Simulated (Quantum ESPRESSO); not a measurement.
Band structure of Y5BiPt2 (I4/mcm, 16 atoms in the cell).

```xyz
16
Lattice="-3.9041 3.9041 6.9016 3.9041 -3.9041 6.9016 3.9041 3.9041 -6.9016" Properties=species:S:1:pos:R:3 pbc="T T T"
Y      0.0000     0.0000     0.0000
Y      0.0000     0.0000     6.9016
Y      1.2162     5.1203     1.8797
Y      2.6879    -1.2162     5.0219
Y      2.6879     1.2162     1.8797
Y      1.2162     2.6879     5.0219
Y      2.6879    -1.2162     8.7813
Y      1.2162     5.1203    -1.8797
Y      1.2162     2.6879     8.7813
Y      2.6879     1.2162    -1.8797
Bi     0.0000     0.0000     3.4508
Bi     0.0000     0.0000    10.3524
Pt     4.9930     1.0889     0.0000
Pt    -1.0889     2.8152     6.9016
Pt     2.8152     1.0889     6.9016
Pt     1.0889     2.8152     0.0000
```

Method of the run: LDA (PW92), PseudoDojo standard norm-conserving (LDA) pseudopotentials (plane waves; Quantum ESPRESSO).

Settings: ecutwfc = 85 Ry; occupations = smearing; smearing = mp; degauss = 0.0073499 Ry; potentials = {Y: Y.upf, Bi: Bi.upf, Pt: Pt.upf}; K_POINTS = automatic 1 1 1 0 0 0; conv_thr = 1e-10 Ry; mixing_beta = 0.3.

The starting cell comes from a database of computed structures (which also holds hypothetical and non-ambient phases and stackings), without a prior relaxation at this level. Spin-orbit coupling is off. Spin polarisation is off.

Levels in eV from the Fermi level, bands 103 to 110:
| point | 103 | 104 | 105 | 106 | 107 | 108 | 109 | 110 |
|---|---|---|---|---|---|---|---|---|
| Γ | -0.52 | -0.44 | -0.02 | 0.02 | 0.02 | 0.02 | 0.02 | 0.42 |
| X | -0.61 | -0.47 | -0.36 | -0.20 | -0.06 | 0.12 | 0.46 | 0.54 |
| Y | -0.66 | -0.51 | -0.35 | -0.18 | -0.02 | 0.19 | 0.28 | 0.52 |
| S | -0.63 | -0.54 | -0.19 | -0.11 | 0.07 | 0.11 | 0.23 | 0.43 |
| Z | -0.85 | -0.19 | -0.12 | -0.07 | 0.23 | 0.44 | 0.44 | 0.55 |
| S1 | -0.63 | -0.54 | -0.19 | -0.11 | 0.07 | 0.11 | 0.23 | 0.43 |
| N | -0.36 | -0.36 | -0.17 | -0.17 | -0.09 | -0.09 | 0.18 | 0.18 |
| P | -0.53 | -0.53 | -0.46 | -0.46 | 0.37 | 0.37 | 0.48 | 0.48 |
| Y1 | -0.66 | -0.51 | -0.35 | -0.18 | -0.02 | 0.19 | 0.28 | 0.52 |
